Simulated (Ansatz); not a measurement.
For SrZrO₃ (Imma, No. 74, 10 atoms in the cell; start mp-1080575; a measured phase of this formula has another space group), LDA in Ansatz (plane waves, PAW) gives:

| Quantity | Result |
|---|---|
| cohesive energy | 7.80 eV/atom |
| band gap | 3.63 eV |

Question: What does PBEsol (Ansatz, a program for electronic structure, PAW) give for the same quantities?

Answer: 
- cohesive energy: 7.13 eV/atom (drops by 0.67 eV/atom)
- band gap: 3.59 eV (shrinks by 0.04 eV)

Changes are worked out from the printed values.

Unless a cell is named, each level is at its own relaxed cell (LDA 13.34, PBEsol 13.70 Å³/atom).

Levels without +SOC have no spin–orbit coupling; where heavier elements are present it shifts gaps, mostly down, and can invert bands. Density-functional gaps are differences of (generalised) Kohn–Sham levels.

Caveats: the relaxation could not lower the start's symmetry, so the cell can be a saddle point above a distorted one (LDA, PBEsol). Ansatz's density-functional and Hartree–Fock values are scalar-relativistic unless marked +SOC, with PAW data made under PBE.

A start named mp-… is a Materials Project structure, which need not be a measured phase.
